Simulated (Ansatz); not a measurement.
Response to strain in BeS

Consider BeS in the zinc blende structure (space group F-43m, No. 216; a = 4.7964 Å). Axes: x, y, z lie along the cube axes.

Strains are applied to the cell and any free atomic positions relax.

Level of theory: Kohn–Sham DFT with the LDA functional, run in Ansatz (a first-principles code) with PAW and 420 eV plane waves, scalar-relativistic without spin-orbit coupling.

Candidates:
(a) tensor shear ε_xy = +0.86 %
(b) tensor shear ε_xy = +0.29 %
(c) tensor shear ε_xy = +2.00 %
(d) tensor shear ε_xy = +1.14 %

Before the change:

* **Band gap**: 2.82 eV

Q: Order them by band gap, lowest first.

A: (c) tensor shear ε_xy = +2.00 % (2.60 eV), (d) tensor shear ε_xy = +1.14 % (2.71 eV), (a) tensor shear ε_xy = +0.86 % (2.74 eV), (b) tensor shear ε_xy = +0.29 % (2.80 eV)

Stability against distortions was not tested.
